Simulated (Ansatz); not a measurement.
Band structure of Ba2HfS4 (I4/mmm, 7 atoms in the cell).

```yaml
crystal:
  lattice:
    - [-2.44317, 2.44317, 7.82901]
    - [2.44317, -2.44317, 7.82901]
    - [2.44317, 2.44317, -7.82901]
  atoms:
    - { symbol: Ba, position: [0.35780, 0.35780, 0.00000] }
    - { symbol: Ba, position: [0.64220, 0.64220, 0.00000] }
    - { symbol: Hf, position: [0.00000, 0.00000, 0.00000] }
    - { symbol: S, position: [0.50000, 0.00000, 0.50000] }
    - { symbol: S, position: [0.00000, 0.50000, 0.50000] }
    - { symbol: S, position: [0.83864, 0.83864, 0.00000] }
    - { symbol: S, position: [0.16136, 0.16136, 0.00000] }
```

Method of the run: PBEsol, PAW files made with PBE (plane waves; Ansatz, an electronic-structure program).

Settings: basis.ecutwfc = 420 eV; kpoints.mp_grid.grid = 5 5 5; hamiltonian.xc = pbesol; hamiltonian.pseudopotentials = {kind: paw} (an earlier, softer set of the program's PAW files); scf.occupations.method = fixed; kpoints.band_path.npoints = 8.

The starting cell comes from a database of computed structures (which also holds hypothetical and non-ambient phases and stackings), without a prior relaxation at this level. Its lattice was rescaled by a random factor within 2.5 % of one. Spin-orbit coupling is off.

Question: Predict the gap along the standard path and the places of the band edges.

Answer: The gap along the path is 0.74 eV, from X to Γ; the smallest direct gap on it is 0.83 eV. Another conduction valley lies within 0.1 eV, so the order of the valleys is not sure.

Levels in eV from the top of the valence band on the path, bands 32 to 39:
```
point     32     33     34     35    36    37    38    39
-----  -----  -----  -----  -----  ----  ----  ----  ----
Γ      -0.95  -0.11  -0.11  -0.09  0.74  1.78  1.78  3.03
X      -0.85  -0.76  -0.10   0.00  3.60  3.88  4.08  4.36
Y      -0.80  -0.80  -0.16  -0.01  3.65  3.70  3.99  4.28
S      -1.54  -0.67  -0.64  -0.25  2.45  3.57  3.59  4.00
Z      -1.21  -0.92  -0.20  -0.20  0.75  2.53  2.53  2.53
S1     -1.54  -0.67  -0.64  -0.25  2.45  3.57  3.59  4.00
N      -1.53  -0.64  -0.54  -0.31  2.41  3.52  3.69  4.08
P      -1.17  -0.29  -0.29  -0.10  3.75  3.75  4.18  4.56
Y1     -0.80  -0.80  -0.16  -0.01  3.65  3.70  3.99  4.28
```

Keys are those of Ansatz 0.2.
